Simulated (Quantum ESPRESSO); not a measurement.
Quantum ESPRESSO run on Os₂Si₂La (I4/mmm, 5 atoms in the cell): self-consistent single point.

Computed with PBEsol, GBRV 1.5 ultrasoft (PBESOL) pseudopotentials (plane waves; Quantum ESPRESSO 7.5).

```xyz
5
Lattice="-2.0997 2.0997 5.0305 2.0997 -2.0997 5.0305 2.0997 2.0997 -5.0305" Properties=species:S:1:pos:R:3 pbc="T T T"
Os     0.0000     2.0997     2.5152
Os     2.0997     0.0000     2.5152
Si     0.0000     0.0000     3.7728
Si     0.0000     0.0000     6.2881
La     0.0000     0.0000     0.0000
```

Reference input (self-consistent single point, DFT, PBEsol, plane waves, GBRV 1.5 ultrasoft (PBESOL) pseudopotentials): ecutwfc = 40 Ry; ecutrho = 320 Ry; occupations = smearing; smearing = gauss; degauss = 0.0036749 Ry; potentials = {Os: os_pbesol_v1.2.uspp.F.UPF, Si: si_pbesol_v1.uspp.F.UPF, La: la_pbesol_v1.uspp.F.UPF}; K_POINTS = automatic 9 9 9 0 0 0; conv_thr = 1e-10 Ry. This run's input differs from it in these lines:

```diff
@@ -33,3 +33,3 @@
 K_POINTS {automatic}
-9 9 9  0 0 0
+8 8 8  0 0 0
 CELL_PARAMETERS {angstrom}
```

Log, with long lists cut:

```
     Self-consistent Calculation

     iteration #  1     ecut=    40.00 Ry     beta= 0.70

---- Real-time Memory Report at c_bands before calling an iterative solver
           575 MiB given to the printing process from OS
           136 MiB allocation reported by mallinfo(arena+hblkhd)
------------------

     Threshold (ethr) on eigenvalues was too large:
     Diagonalizing with lowered threshold

---- Real-time Memory Report at c_bands before calling an iterative solver
           650 MiB given to the printing process from OS
           161 MiB allocation reported by mallinfo(arena+hblkhd)
------------------

   [... lines left out ...]
           178 MiB allocation reported by mallinfo(arena+hblkhd)
------------------
     c_bands:  1 eigenvalues not converged

     negative rho (up, down):  3.036E-01 0.000E+00

     total energy              =    -518.69733972 Ry
     estimated scf accuracy    <          3.5E-10 Ry

     iteration # 12     ecut=    40.00 Ry     beta= 0.70

---- Real-time Memory Report at c_bands before calling an iterative solver
           689 MiB given to the printing process from OS
           178 MiB allocation reported by mallinfo(arena+hblkhd)
------------------

     negative rho (up, down):  3.036E-01 0.000E+00
     End of self-consistent calculation

     the Fermi energy is    15.7082 ev

!    total energy              =    -518.69733972 Ry
     estimated scf accuracy    <          5.0E-11 Ry
     smearing contrib. (-TS)   =      -0.00021151 Ry
     internal energy E=F+TS    =    -518.69712821 Ry

     convergence has been achieved in  12 iterations

     negative rho (up, down):  3.036E-01 0.000E+00

     Forces acting on atoms (cartesian axes, Ry/au):

     atom    1 type  1   force =     0.00000000    0.00000000    0.00000000
     atom    2 type  1   force =     0.00000000    0.00000000    0.00000000
     atom    3 type  2   force =    -0.00000000   -0.00000000   -0.05207790
     atom    4 type  2   force =    -0.00000000   -0.00000000    0.05207790
     atom    5 type  3   force =     0.00000000    0.00000000    0.00000000

     Total force =     0.073649     Total SCF correction =     0.000006

     negative rho (up, down):  3.036E-01 0.000E+00
          total   stress  (Ry/bohr**3)                   (kbar)     P=      -58.19
  -0.00042628   0.00000000   0.00000000          -62.71        0.00        0.00
   0.00000000  -0.00042628  -0.00000000            0.00      -62.71       -0.00
  -0.00000000  -0.00000000  -0.00033423           -0.00       -0.00      -49.17

   JOB DONE.
```

The run converged in 12 iterations. Against the reference run the free energy stays essentially unchanged (within 1 meV/atom), the pressure stays at -5.82 GPa and the largest force goes from 1.319 to 1.339 eV/Å.

The starting cell comes from a database of published, mostly measured structures (it also holds non-ambient and calculated ones), without a prior relaxation at this level. Spin-orbit coupling is off. Spin polarisation is off. With a pressure of about -6 GPa the cell is away from its equilibrium volume at this level. Forces in this geometry exceed 1 eV/Å.

Cost on one core of a shared machine: roughly 6 min.
